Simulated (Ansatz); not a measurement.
GaAs (F-43m) under uniaxial stress along [111] (compression positive): electron conductivity mass by r2SCAN with spin-orbit coupling, rigid bands (plane waves, PAW; Ansatz, an electronic-structure program). The unloaded cell, whose axes the loads refer to:

```
GaAs
1.0
    0.00000     2.83321     2.83321
    2.83321     0.00000     2.83321
    2.83321     2.83321     0.00000
Ga As
1 1
Direct
  0.00000   0.00000   0.00000
  0.25000   0.25000   0.25000
```

| uniaxial stress along [111] (compression positive) (GPa) | volume per atom (Å³) | electron conductivity mass (mₑ) |
|---|---|---|
| -2 | 22.96 | 0.0538 |
| -1 | 22.85 | 0.0558 |
| 0 | 22.74 | 0.0576 |
| 1 | 22.64 | ? |
| 2 | 22.54 | 0.0613 |

### Question
Fit a straight line to ln(electron conductivity mass) against the load over the rows given, and predict the row at 1 GPa.

### Answer
The means are x̄ = -0.250 GPa and ȳ = -2.8637; Σ(x − x̄)(y − ȳ) = 0.2833 and Σ(x − x̄)² = 8.750, so the slope is 3.24 % per GPa, and the rows given lie within 0.21 % of the line. At 1 GPa the line gives 0.0594 mₑ; the calculation gives 0.0593 mₑ, 0.20 % from it.

Masses are for dilute carriers at 300 K, harmonic means over directions unless an axis is named. Stresses and pressures are the targets of the relaxation. The structure type is held at every load. Geometry: cell and atoms relaxed with r2SCAN.
